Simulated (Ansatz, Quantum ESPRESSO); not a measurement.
## LaH3 (I4/mmm, 4 atoms in the cell) computed with different codes at matched settings

Zone-centre phonon calculation.

```xyz
4
Lattice="-1.8955 1.8955 3.0858 1.8955 -1.8955 3.0858 1.8955 1.8955 -3.0858" Properties=species:S:1:pos:R:3 pbc="T T T"
La     0.0000     0.0000     0.0000
H      0.0000     1.8955     1.5429
H      1.8955     0.0000     1.5429
H      0.0000     0.0000     3.0858
```

Shared settings, as Ansatz (an electronic-structure program) writes them: kpoints.mp_grid.grid = 6 6 6; scf.occupations.method = fermi_dirac; scf.occupations.width = 0.05 eV. Potentials and cutoffs stand in the table.

| code | model | highest zone-centre frequency, without LO-TO term (cm⁻¹) | cutoff |
|---|---|---|---|
| Quantum ESPRESSO | LDA (PZ), PseudoDojo standard norm-conserving (PBE) pseudopotentials | 913 | 110 Ry |
| Ansatz | LDA (PW92), PAW files made with PBE | 913 | 420 eV |

The spread over the programs that give each value: highest zone-centre frequency, without LO-TO term within 0.0 cm⁻¹.

The same LDA comes in different parametrisations, which differ slightly.

The starting cell comes from a database of computed structures (which also holds hypothetical and non-ambient phases and stackings), without a prior relaxation at this level. Its lattice was rescaled by a random factor within 2.5 % of one.

Keys are those of Ansatz 0.2.
